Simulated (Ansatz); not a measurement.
# Ni on the Si site + 1 H in silicon

The numbers are results of PBE, PAW (plane waves to 420 eV; Ansatz, a first-principles code), not measurements. Cell: 64 sites, 2×2×2; final energies on a 2×2×2 shifted mesh. Sites at the start: the Si site; H antibonding at the dopant. Charged cells carry a point-charge image correction with potential alignment at far atoms. Dielectric constants: PBE linear response of the host. Host gap at this level: 0.61 eV. These values are not converged in cell size to better than tenths of an eV. Levels are measured in PBE's own, too narrow, gap. Spin–orbit coupling is left out, and no Hubbard U is applied to the open shells. Each state is the lowest found from its start.

Formation energies E_f are given with the Fermi level at the valence-band maximum. Chemical conditions: impurity bounded by its compound with the host (Δμ(Si) = 0.00 eV, Δμ(H) = 0.00 eV, Δμ(Ni) = -1.06 eV, bounded by fluorite-type NiSi2; H taken from its element, since no compound that bounds it was computed at this level; only phases computed here count, gases as isolated molecules at 0 K). Reference phases: H: H2 molecule in a box, Ni: fcc Ni, ferromagnetic, Si: silicon.

The name describes the start; the neighbours show where the atoms ended.

Charges from +1 to −1 were run; one beyond them could lie lower near a band edge.

| charge | moment (μB) | point group | largest move off a lattice site (Å) | neighbours of the last H atom of the defect at the end (Å) | image correction with alignment (eV) | E_f, impurity bounded by its compound with the host (eV) | above the lowest spin state (eV) |
|---|---|---|---|---|---|---|---|
| +1† | not spin-polarised | – | 0.17 | Ni 1.53, Si 1.92, Si 1.93, Si 2.97, Si 2.97, Si 2.98, Si 2.98 | 0.09 | – | 0.00 |
| +1† | 0.0 | – | 0.17 | Ni 1.53, Si 1.92, Si 1.93, Si 2.97, Si 2.97, Si 2.98, Si 2.98 | 0.09 | – | 0.00 |
| 0† | quenched | – | 0.15 | Ni 1.52, Si 1.74, Si 2.51, Si 2.54, Si 2.60 | 0.00 | 2.36 | 0.00 |
| 0† | quenched | – | 0.15 | Ni 1.52, Si 1.74, Si 2.51, Si 2.54, Si 2.60 | 0.00 | 2.36 | 0.00 |
| −1 | 0.0 | C1 | 0.23 | Ni 1.50, Si 1.89, Si 2.16, Si 2.59, Si 2.79, Si 2.88, Si 2.94 | 0.11 | 2.74 | 0.00 |
| −1 | not spin-polarised | C1 | 0.23 | Ni 1.50, Si 1.88, Si 2.18, Si 2.58, Si 2.80, Si 2.87, Si 2.94 | 0.11 | 2.74 | 0.00 |

† Not settled in this cell, so no level is given: charge +1: level within 0.1 eV of a band edge or past it; charge 0: a level filled in part.

Point groups are those of the whole cell at tolerances of 0.03 and 0.1 Å ("near" where only the looser one holds); none is given for unsettled states.

Starting moments that weren't kept: charge +1 began with 4 μB and ended with 0.0; charge 0 began with 1 μB and ended with 0.0; charge 0 began with 3 μB and ended with 0.0; charge −1 began with 2 μB and ended with 0.0.

No other site or start that was run ended lower by more than 0.1 eV.
